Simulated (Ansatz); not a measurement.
# CdSe: transverse stress against strain

CdSe (wurtzite, P6_3mc, 27.112 Å³/atom and stress up to 0.01 GPa in the relaxed cell, c along z) under a strain ε along c (axis z), the other axes held. LDA in Ansatz, a plane-wave DFT program (PAW, default set), 420 eV, 9×9×5 Γ-centred mesh, Fermi-Dirac smearing 0.05 eV; ions are relaxed, or left where forces stay under 0.02 eV/Å, within the symmetry of each cell. Stress is positive for a compressed cell.

Here s stands for strain and y for stress xx.

| strain (%) | stress xx (GPa) |
|---|---|
| -1.20 | 0.53 |
| -0.60 | 0.26 |
| 0.00 | 0.00 |
| 0.60 | -0.24 |
| 1.20 | -0.48 |
| 3.00 | ? |

**Question.** Using a straight line, estimate the missing y at s = 3.00 from the other rows, showing the fit.

**Answer.** Means: s 0, y 0.014. About the means, the sum of products is -1.5120 and the sum of squares of s is 3.6000; the slope is their ratio. Least squares gives y = 0.014 - 0.4200·s. Residuals (row less fit): 0.012, -0.006, -0.014, -0.002, 0.010; standard error 0.013 (degrees of freedom: 3). The slope gives the elastic constant C13 = 42.0 ± 0.7 GPa (± standard error of the fit, which holds the terms cut off). At the withheld row, y = 0.014 - 0.4200 × 3.0 = -1.246 GPa. The calculation gives -1.12 GPa, 0.126 GPa above the prediction (7.6 % of the range of y in the table). The row lies outside the fitted rows, so this is an extrapolation. From the scatter of the fitted rows alone, a prediction at this place has a standard error of 0.024 GPa, so the miss is 5.2 times that.

A polynomial of degree 2 through the 10 other runs of the series gives -1.12 there, so most of the miss is curvature that the fit leaves out. Rows are the converged runs of the series near zero and its far end; series whose fitted rows scatter by over a few per cent of the range, as at a crossing or softening among them, aren't shown in this form, nor equations of state whose B0' disagrees with the runs' pressures. Most that stay on the fit to the last digits aren't either.
